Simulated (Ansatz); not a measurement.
MgB2 (space group P6/mmm, No. 191)

```
CELL_PARAMETERS angstrom
      3.06742     0.00000     0.00000
     -1.53371     2.65647     0.00000
      0.00000     0.00000     3.51484
ATOMIC_POSITIONS crystal
  Mg 0.00000 0.00000 0.00000
  B  0.33333 0.66667 0.50000
  B  0.66667 0.33333 0.50000
```

Calculations: r2SCAN (Ansatz, a program for electronic structure), no spin-orbit coupling. Γ-centred 17×17×13 mesh, Fermi–Dirac width 0.05 eV.

```json
{
 "volume_per_atom": "9.55 Å³",
 "density": "2.66 g/cm³",
 "band_gap": "zero",
 "total_energy": "-746.687 eV/atom (σ→0; compares only within this code and set-up)"
}
```

Stability against distortions was not tested. All final runs are without spin polarisation.
